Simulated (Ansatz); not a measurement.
By PBEsol, the system below comes out a metal.

A figure of merit of an interconnect metal is its ballistic conductance per area.

Here is the system:

```
CELL_PARAMETERS angstrom
      3.18770     0.00000     0.00000
      0.00000     3.18770     0.00000
      1.59385    -1.59385     2.25405
ATOMIC_POSITIONS crystal
  Nb 0.00000 0.00000 0.00000
  C  0.50000 0.50000 0.00000
```

The cell is taken as given; by PBEsol it stands under a pressure of -11.5 GPa.

The current flows along the normal of the first two printed cell vectors, the (001) plane of the conventional cell. No spin-orbit coupling; the value is a mean over 0.1 eV about the Fermi level.

Estimate the ballistic conductance per area that PBEsol in Ansatz (an electronic-structure program) returns for this system.

0.90 × 10¹⁵ S/m² for both spins.
